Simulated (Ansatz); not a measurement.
SiC (model structure, started from the PtS type, P4₂/mmc, No. 131, 4 atoms in the cell)

Method: r²SCAN+rVV10 (Ansatz, an electronic-structure program, plane waves, PAW).

Numerical settings: plane-wave cutoff 560 eV, 20×20×12 k mesh (along the axes of the cell as run), Fermi–Dirac smearing 0.05 eV, scalar-relativistic PAW data made under PBE.

Cell (relaxed at this level):

```yaml
crystal:
  lattice:
    - [2.98457, 0.00000, 0.00000]
    - [0.00000, 2.98457, 0.00000]
    - [0.00000, 0.00000, 4.92310]
  atoms:
    - { symbol: Si, position: [0.00000, 0.50000, 0.00000] }
    - { symbol: Si, position: [0.50000, 0.00000, 0.50000] }
    - { symbol: C, position: [0.00000, 0.00000, 0.25000] }
    - { symbol: C, position: [0.00000, 0.00000, 0.75000] }
```

```
Item      Result
--------  ------
band gap    none
```

Note: the relaxation could raise the start's symmetry but not lower it, so the cell can be a saddle point.

Computed values are for the static lattice.

A model structure was made by putting elements into a prototype or built by hand; it is no filed structure, need not be a known phase, and can be a saddle point held by its symmetry.
